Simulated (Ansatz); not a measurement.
We consider Mo3Ir (model structure, started from the D019 type, P6₃/mmc, No. 194, 8 atoms in the cell), described by PBEsol (plane waves, PAW; Ansatz, a program for electronic structure).

Numerical settings: plane-wave cutoff 520 eV, 12×12×12 k mesh, Fermi–Dirac smearing 0.05 eV, no spin polarisation, scalar-relativistic PAW data made under PBE.

Cell (relaxed at this level):

IrMo3 is modelled in the hexagonal space group P6₃/mmc (No. 194), Pearson symbol hP8. Conventional cell: a = b = 5.580 Å, c = 4.450 Å, α = β = 90.00°, γ = 120.00°. Mo on 6h sees 8 Mo at 2.742–2.804 Å and 4 Ir at 2.752–2.790 Å (anticuboctahedral). Ir on 2c sees 12 Mo at 2.752–2.790 Å (anticuboctahedral). (Neighbours: up to the widest gap in distance over summed covalent radii, below 1.35, at either atom.)

Question: Give the computed bulk modulus.

Answer: 
* **bulk modulus**: 296 GPa

Note: the run has no spin polarisation, so it can have missed a magnetic state; the bulk modulus is −V dP/dV from two relaxed cells at ±2 % in volume; the relaxation could raise the start's symmetry but not lower it, so the cell can be a saddle point.

Spin–orbit coupling is not included.

It cost roughly 13 core-minutes of CPU time.

A model structure was made by putting elements into a prototype or built by hand; it is no filed structure, need not be a known phase, and can be a saddle point held by its symmetry.
